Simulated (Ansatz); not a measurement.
# The (111)B surface of zinc-blende AlP, P-terminated, 2x2 P vacancy (bottom of the slab: 3 H on 4 bottom sites)

All values below come from PBE (plane waves to 420 eV, PAW; Ansatz, a first-principles code).

Slab: 42 atoms, 15.1 Å thick at the start with caps and adatoms; k 3x3x1, smearing 0.025 eV, dipole-corrected; 8 atoms held, the rest relaxed; held to the start's symmetry, so lower structures may exist; no spin, no spin-orbit, no U. It is one candidate, not shown to be the stable structure of the face.

| Property | Value |
|---|---|
| gap of the slab on its k-mesh | 0.60 eV |
| highest filled level below the top vacuum level | 6.28 eV |
| energy released by relaxation | 2.40 eV |
| cost | around 11 core-minutes (rough) |
